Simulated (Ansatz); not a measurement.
Band structure of HfCo (Cmcm, 4 atoms in the cell).

```
CELL_PARAMETERS angstrom
      1.55926    -4.62831     0.00000
      1.55926     4.62831     0.00000
      0.00000     0.00000     4.11730
ATOMIC_POSITIONS crystal
  Hf 0.85948 0.14052 0.75000
  Hf 0.14052 0.85948 0.25000
  Co 0.58483 0.41517 0.75000
  Co 0.41517 0.58483 0.25000
```
Moments meant for the start (each program seeds them in its own way; μB, in the order of the atoms Hf Hf Co Co): 0.0 0.0 3.0 3.0.

Computed with PBEsol, PAW files made with PBE (plane waves; Ansatz, a first-principles code).

Settings: kpoints.mp_grid.grid = 6 6 4; hamiltonian.xc = pbesol; hamiltonian.pseudopotentials = {kind: paw} (an earlier, softer set of the program's PAW files); magnetization.spin_polarized = true; scf.occupations.method = fermi_dirac; scf.occupations.width = 0.1 eV; kpoints.band_path.npoints = 8.

The starting cell comes from a database of computed structures (which also holds hypothetical and non-ambient phases and stackings), without a prior relaxation at this level. Its lattice was rescaled by a random factor within 2.5 % of one. Spin-orbit coupling is off. The starting moments vanished: the run ended non-magnetic, which need not be the lowest state. The program warned that a starting moment was not kept.

Levels in eV from the Fermi level, bands 40 to 47 of the first spin channel:
```json
[
 {"point": "Γ", "40": "-1.13", "41": "-0.79", "42": "-0.69", "43": "0.58", "44": "1.22", "45": "1.62", "46": "1.87", "47": "2.28"},
 {"point": "X", "40": "-0.94", "41": "-0.85", "42": "-0.71", "43": "-0.28", "44": "0.15", "45": "0.98", "46": "1.38", "47": "2.16"},
 {"point": "S", "40": "-1.16", "41": "-0.85", "42": "-0.42", "43": "-0.35", "44": "-0.03", "45": "1.08", "46": "1.29", "47": "1.90"},
 {"point": "R", "40": "-0.91", "41": "-0.24", "42": "-0.24", "43": "0.16", "44": "0.16", "45": "0.98", "46": "0.98", "47": "1.66"},
 {"point": "A", "40": "-1.18", "41": "-0.46", "42": "-0.46", "43": "0.13", "44": "0.13", "45": "1.20", "46": "1.20", "47": "1.92"},
 {"point": "Z", "40": "-1.13", "41": "-0.72", "42": "-0.72", "43": "-0.07", "44": "-0.07", "45": "1.56", "46": "1.56", "47": "2.00"},
 {"point": "Y", "40": "-1.11", "41": "-1.04", "42": "-1.03", "43": "0.13", "44": "0.75", "45": "1.27", "46": "2.11", "47": "2.21"},
 {"point": "X1", "40": "-0.94", "41": "-0.85", "42": "-0.71", "43": "-0.28", "44": "0.15", "45": "0.98", "46": "1.38", "47": "2.16"},
 {"point": "A1", "40": "-1.18", "41": "-0.46", "42": "-0.46", "43": "0.13", "44": "0.13", "45": "1.20", "46": "1.20", "47": "1.92"},
 {"point": "T", "40": "-1.74", "41": "-0.85", "42": "-0.85", "43": "-0.24", "44": "-0.24", "45": "1.62", "46": "1.62", "47": "3.11"}
]
```

Bands cross the Fermi level along this path, so the cell is metallic at this level.

The net moment of the cell came out as 0.00 μB.

Keys are those of Ansatz 0.2.
